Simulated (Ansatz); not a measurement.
An Ansatz (a program for electronic structure) input (PBEsol, PAW, 420 eV (Ansatz; no SOC)):

Ansatz 0.2 input:
```yaml
crystal:
  lattice:
    - [-2.0015168635, 2.0015168635, 4.7905332016]
    - [2.0015168635, -2.0015168635, 4.7905332016]
    - [2.0015168635, 2.0015168635, -4.7905332016]
  atoms:
    - { symbol: Ti, position: [0.5, 0.5, 0] }
    - { symbol: Ti, position: [0.25, 0.75, 0.5] }
    - { symbol: C, position: [0.2793093582, 0.2793093582, 0] }
    - { symbol: C, position: [0.0293093582, 0.5293093582, 0.5] }
    - { symbol: C, position: [0.4706906418, 0.9706906418, 0.5] }
    - { symbol: C, position: [0.7206906418, 0.7206906418, 0] }
basis: { ecutwfc: 420, ecutrho_ratio: 4, xc_grid: 2, fft_grid_basis: typed }
kpoints: { mp_grid: { grid: [16, 16, 16] } }
hamiltonian:
  xc: pbesol
  dispersion: none
  pseudopotentials: { kind: paw }
scf: { occupations: { method: fermi_dirac, width: 0.05 }, convergence: { dr2_threshold: 0.0000000006 } }
output: { forces: true, stress: true }
checkpoint: { write: state.ck, write_every: 1000 }
```

**Question.** Which symmetry and how many k-points will the program report, and about how many plane waves at Γ?

**Answer.** Space group I41/amd (ITA 141) with 16 operations, k-points 349 of 4096, and 1493 plane waves at Γ.

Whether these cells are dynamically stable was not tested. All final runs are without spin polarisation. The cell was made from TiO2 by this change: O → C; the result is a hypothetical phase, not in the database extracts checked.
